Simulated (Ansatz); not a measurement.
Start from C in the diamond structure (space group Fd-3m, No. 227).

```xyz
2
Lattice="0.0000 1.7801 1.7801 1.7801 0.0000 1.7801 1.7801 1.7801 0.0000" Properties=species:S:1:pos:R:3 pbc="T T T"
C      0.0000     0.0000     0.0000
C      0.8901     0.8901     0.8901
```

Cartesian axes are those of the cell as printed.

The values are results of plane-wave PAW DFT at the r2SCAN level (Ansatz, an electronic-structure program, 500 eV), scalar-relativistic without spin-orbit coupling, not measurements.

One thing is altered: tensor shear ε_xy = +1.14 % (engineering shear γ = 0.0228); the atoms relax in the strained cell.

Question: Predict the stress tensor and what it implies for the stiffness.

Answer: Stress of the strained cell less that of the base (GPa, compression positive):
```
   0.38  -13.39    0.00
 -13.39    0.38    0.00
   0.00    0.00    0.03
```

Then −Δσ/γ with γ = 2ε = 0.0228 gives relaxed-ion elastic constants: C66 ≈ 587 GPa.

As a check, the harmonic strain energy −½ V₀ Δσ:ε is 5.4 meV/atom; the computed energy rise is 5.4 meV/atom.

Stability against distortions was not tested.
